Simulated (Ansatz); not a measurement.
The parent structure is SiO2 (space group P3_121, No. 152; a = 5.022 Å, c = 5.510 Å). Axes: x lies along a and z along c of the hexagonal cell.

(Cell as relaxed with PBE.)

Levels (all Ansatz, a quantum-chemistry and plane-wave program, PAW): PBE (420 eV, no spin-orbit coupling); r2SCAN (500 eV, scalar-relativistic without spin-orbit coupling).

Each level relaxes its own structure.

| base | PBE | r2SCAN |
|---|---|---|
| volume per atom | 13.37 Å³ | 12.62 Å³ |
| lattice parameter a | 5.022 Å | 4.921 Å |
| band gap | 5.68 eV | 6.60 eV |

Perturbation: biaxial strain +0.68 %, plane normal [001], relaxed out of plane (Cartesian); in-plane vectors clamped, the third vector and the atoms free.

```tsv
quantity	PBE	r2SCAN
pressure (mean of the normal stresses, compression positive)	-0.34 GPa	(withheld)
out-of-plane strain	-0.12 %	(withheld)
electron mass	0.51 mₑ (at Γ)	(withheld)
band gap	5.65 eV	(withheld)
shortest interatomic distance	1.626 Å	(withheld)
```

Task: What does r2SCAN give?

Result: 
- pressure (mean of the normal stresses, compression positive), r2SCAN: -0.41 GPa
- out-of-plane strain, r2SCAN: -0.16 %
- electron mass, r2SCAN: 0.50 mₑ (at Γ)
- band gap, r2SCAN: 6.55 eV
- shortest interatomic distance, r2SCAN: 1.613 Å

PBE's pressure lies 0.07 GPa above r2SCAN's; PBE's out-of-plane strain lies 0.04 % above r2SCAN's; PBE's band gap lies 0.90 eV below r2SCAN's; PBE's shortest interatomic distance lies 0.013 Å above r2SCAN's (0.8 %). Neither level is exact; r2SCAN is the comparison here, not a measurement.

Masses are band curvatures over ±0.01 Å⁻¹ around the edge. Stability against distortions was not tested.
